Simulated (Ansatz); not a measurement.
Question: Name crystals whose Seebeck coefficient, p-type 1e19 cm⁻³ lies between 430 and 680 μV/K and whose hole conductivity mass lies between 1.11 and 1.73 mₑ, by r2SCAN, rigid bands run with Ansatz (a quantum-chemistry and plane-wave program).

Answer: Many crystals can fit; among those computed here:
- SrO (Fm-3m): 542 μV/K, 1.39 mₑ
- SiS$_{2}$ (I-42d): 441 μV/K, 1.30 mₑ
- Li₂S (Fm-3m): 461 μV/K, 1.17 mₑ
- NaH (Fm-3m): 551 μV/K, 1.58 mₑ
- CaO (Fm-3m): 454 μV/K, 1.40 mₑ

Masses are for dilute carriers at 300 K, harmonic means over directions unless an axis is named. Seebeck coefficients are for the stated density at 300 K, with one relaxation time for all states and whether or not that doping can be reached. Spin-orbit coupling is left out.

Formula and space group known from diffraction (Crystallography Open Database), not checked to be the room-temperature form: Li2S (Fm-3m), SiS2 (I-42d).
